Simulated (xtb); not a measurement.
xtb 6.7.1, GFN2-xTB: Zn(F)(nacnac) (CC1=CC(C)=[N](C)->[Zn]([F])[N]1C), 24 atoms. The geometry is a generated start, not checked to be a minimum at this level.

method: GFN2-xTB
--acc: 1 (default)
--etemp (K): 300 (default)
detailed input (--input): none: ANC optimiser, Lindh (1995) Hessian, microcycle=20, maxdispl=1.0, hlow=0.01 (default)
basis functions: 57
valence electrons: 60

```xyz
24

Zn     0.4992    -0.8136     1.6272
F      0.9514    -1.5914     3.0792
C      0.0986    -1.4112    -2.4834
C      0.1093    -0.8269    -1.0967
C     -0.3071     0.4982    -0.9688
C     -0.4152     1.3329     0.1470
C     -0.9149     2.7329    -0.1247
N     -0.1114     0.9583     1.3749
C     -0.2194     1.8592     2.5088
N      0.4995    -1.5840    -0.0843
C      0.9074    -2.9545    -0.3270
H     -0.1742    -0.6634    -3.2222
H      1.0794    -1.8107    -2.7368
H     -0.6168    -2.2315    -2.5392
H     -0.5957     0.9610    -1.9004
H     -1.1070     2.8673    -1.1843
H     -1.8425     2.9188     0.4149
H     -0.1779     3.4725     0.1843
H     -0.8360     1.3888     3.2773
H      0.7740     2.0171     2.9378
H     -0.6502     2.8259     2.2562
H      1.7845    -2.9994    -0.9804
H      0.1026    -3.5362    -0.7874
H      1.1626    -3.4101     0.6278
```

Charge 0 and multiplicity 1 are set for this test and not shown to be the ground state.

The structure is relaxed from this start with --opt LEVEL for the levels crude, sloppy, loose, lax, normal, tight, vtight, extreme, once each. Up to the end of the extreme run atoms move by at most 0.85 Å along an axis.

Which level is enough to come within 20 meV of the tightest end point?

normal: 32 cycles against 39, ending 0.039 meV above.

| level | cycles | energy above the extreme run (meV) | gradient norm (eV/Å) |
|---|---|---|---|
| crude | 1 | 96 | 0.12 |
| sloppy | 1 | 96 | 0.12 |
| loose | 1 | 96 | 0.12 |
| lax | 1 | 96 | 0.12 |
| normal | 32 | 0.039 | 0.018 |
| tight | 33 | 0.019 | 0.017 |
| vtight | 36 | under 0.01 | 0.0092 |
| extreme | 39 | — | 0.0021 |
